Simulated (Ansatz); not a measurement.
# InP: uniaxial strain ε_yy = −1.15 %

Take InP in the zinc blende structure (space group F-43m, No. 216; a = 5.907 Å) as the base. Axes: x, y, z lie along the cube axes.

Modification: the cell is compressed by 1.15 % along y with no lateral relaxation, atoms relaxed at fixed cell.

All numbers come from Ansatz (a program for electronic structure), r2SCAN, PAW, cutoff 500 eV, no spin-orbit coupling. k-mesh 10×10×10 (Γ-centred); smearing 0.05 eV (Fermi–Dirac).

```json
[
 {"quantity": "space group", "base": "F-43m (No. 216)", "changed": "I-4m2 (No. 119)", "shift": "–"},
 {"quantity": "shortest interatomic distance", "base": "2.558 Å", "changed": "2.548 Å", "shift": "-0.010 Å"},
 {"quantity": "energy relative to the base (free energy F)", "base": "0 meV/atom", "changed": "+1.0 meV/atom", "shift": "+1.0 meV/atom"},
 {"quantity": "pressure (mean of the normal stresses, compression positive)", "base": "0.00 GPa", "changed": "0.81 GPa", "shift": "+0.81 GPa"},
 {"quantity": "band gap", "base": "1.03 eV", "changed": "1.06 eV", "shift": "+0.03 eV"},
 {"quantity": "gap character", "base": "direct at Γ", "changed": "direct at Γ", "shift": "–"},
 {"quantity": "electron mass", "base": "0.074 mₑ (at Γ)", "changed": "0.077 mₑ (at Γ)", "shift": "–"},
 {"quantity": "valence-band top at Γ (three highest levels, from the VBM)", "base": "0.00, 0.00, 0.00 eV", "changed": "0.00, -0.06, -0.06 eV", "shift": "–"},
 {"quantity": "stress (xx, yy, zz, yz, xz, xy; compression positive)", "base": "–", "changed": "(0.64, 1.14, 0.64, 0.00, 0.00, 0.00) GPa", "shift": "–"}
]
```

Masses are band curvatures over ±0.01 Å⁻¹ around the edge. Whether these cells are dynamically stable was not tested. k-point labels follow each cell's own Brillouin zone.
